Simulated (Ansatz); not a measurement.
Ta: element substitutions

The reference is Ta in the bcc (W type) structure (space group Im-3m, No. 229).

```
Ta
1.0
   -1.64098     1.64098     1.64098
    1.64098    -1.64098     1.64098
    1.64098     1.64098    -1.64098
Ta
1
Direct
  0.00000   0.00000   0.00000
```

Each row replaces one element on all its sites; cell and atoms are relaxed.

Method: PBEsol (Ansatz, a quantum-chemistry and plane-wave program, PAW, no spin-orbit coupling).

```tsv
change	shortest interatomic distance	density
base	2.842 Å	17.00 g/cm³
Ta → Nb	2.833 Å	8.81 g/cm³
Ta → Re	2.672 Å	21.06 g/cm³
Ta → Al	2.783 Å	2.70 g/cm³
Ta → V	___	___
```

Task: What belongs in the blanks?

Result: 
- Ta → V, shortest interatomic distance: 2.562 Å
- Ta → V, density: 6.53 g/cm³

Stability against distortions was not tested. For Re and Al in this form, whether it has been made was not checked. Starting moments died away, wholly or in part, for Ta → V; another magnetic solution may exist. The final runs are not spin-polarised. This is not the structure that Re has at room temperature and ambient pressure. This is not the structure that Al has at room temperature and ambient pressure.
